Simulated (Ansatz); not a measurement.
InAs: response to strain

Take InAs in the zinc blende structure (space group F-43m, No. 216) as the base.

```yaml
crystal:
  lattice:
    - [0.00000, 3.04346, 3.04346]
    - [3.04346, 0.00000, 3.04346]
    - [3.04346, 3.04346, 0.00000]
  atoms:
    - { symbol: As, position: [0.75000, 0.75000, 0.75000] }
    - { symbol: In, position: [0.00000, 0.00000, 0.00000] }
```

Cartesian axes are those of the cell as printed.

Strains are applied to the cell and any free atomic positions relax.

All numbers come from PBEsol (Ansatz, an electronic-structure program), no spin-orbit coupling.

Notes on the quantities. energy relative to the base: free energy F.

| case | volume per atom | pressure | energy relative to the base |
|---|---|---|---|
| base | 28.19 Å³ | 0.0 GPa | 0 meV/atom |
| isotropic strain −4.59 % | 24.48 Å³ | 10.9 GPa | +111 meV/atom |
| isotropic strain +1.71 % | 29.66 Å³ | -2.5 GPa | +12 meV/atom |
| uniaxial strain ε_xx = −0.62 % | 28.02 Å³ | 0.4 GPa | +0.3 meV/atom |

The mesh was chosen for an insulator and is coarse for the gapless case. Whether these cells are dynamically stable was not tested. The final runs are not spin-polarised.
